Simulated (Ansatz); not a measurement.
Density of states of PtSn$_{2}$ (Fm-3m) near the Fermi level, PBEsol, rigid bands (Ansatz, a first-principles code).

| E − E_F (eV) | states/eV/cell |
|---|---|
| -1.95 | 1.95 |
| -1.85 | 1.73 |
| -1.75 | 1.55 |
| -1.65 | 1.44 |
| -1.55 | 1.35 |
| -1.45 | 1.29 |
| -1.35 | 1.23 |
| -1.25 | 1.15 |
| -1.15 | 1.10 |
| -1.05 | 1.07 |
| -0.95 | 1.05 |
| -0.85 | 1.05 |
| -0.75 | 1.06 |
| -0.65 | 1.08 |
| -0.55 | 1.02 |
| -0.45 | 0.97 |
| -0.35 | 0.93 |
| -0.25 | 0.92 |
| -0.15 | 0.94 |
| -0.05 | 0.97 |
| 0.05 | 1.03 |
| 0.15 | 1.12 |
| 0.25 | 1.26 |
| 0.35 | 1.50 |
| 0.45 | 1.78 |
| 0.55 | 1.75 |
| 0.65 | 1.74 |
| 0.75 | 1.76 |
| 0.85 | 1.48 |
| 0.95 | 1.29 |
| 1.05 | 1.13 |
| 1.15 | 0.98 |
| 1.25 | 0.85 |
| 1.35 | 0.73 |
| 1.45 | 0.71 |
| 1.55 | 0.85 |
| 1.65 | 0.86 |
| 1.75 | 0.88 |
| 1.85 | 0.92 |
| 1.95 | 0.98 |

### Question
With 3 atoms a cell, what bare Sommerfeld coefficient γ = (π²/3) k_B² N(E_F) follows?

### Answer
N(E_F) ≈ 1.00 states/eV a cell at 300 K, so γ ≈ 0.78 mJ/(mol of atoms·K²), before electron-phonon enhancement.

### Question
How far does the Fermi level move in a rigid band for 0.1 electron a cell added or removed?

### Answer
97 meV and -103 meV.

A metal at this level (no band gap); rigid bands, thermally averaged at 300 K, both spins. Spin-orbit coupling is left out, which matters with elements this heavy. Geometry: cell and atoms relaxed with PBEsol.

Formula and space group known from diffraction (Crystallography Open Database), not checked to be the room-temperature form: PtSn2 (Fm-3m).
